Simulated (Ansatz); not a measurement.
Take Zr in the hcp (Mg type) structure (space group P6_3/mmc, No. 194) as the base.

```yaml
crystal:
  lattice:
    - [3.23160, 0.00000, 0.00000]
    - [-1.61580, 2.79864, 0.00000]
    - [0.00000, 0.00000, 5.17363]
  atoms:
    - { symbol: Zr, position: [0.33333, 0.66667, 0.75000] }
    - { symbol: Zr, position: [0.66667, 0.33333, 0.25000] }
```

All numbers come from PBE (Ansatz, a first-principles code), without spin-orbit coupling, earlier PAW set.

Before the change:

- Volume per atom: 23.40 Å³

Now apply this change: cell and atoms relaxed at a pressure of 60 GPa.

Problem. Estimate the effect on the volume per atom.

Solution. The volume per atom shrinks by 7.28 Å³ to 16.12 Å³.

Load acts through the strain it causes; cell and atoms are relaxed under it. Stability against distortions was not tested. All final runs are without spin polarisation. Measured, Zr leaves this structure (for the ω phase) near 3 GPa (temperature not stated; as listed in C. Cazorla, D. Alfè, M. J. Gillan, Physical Review B (2008)).
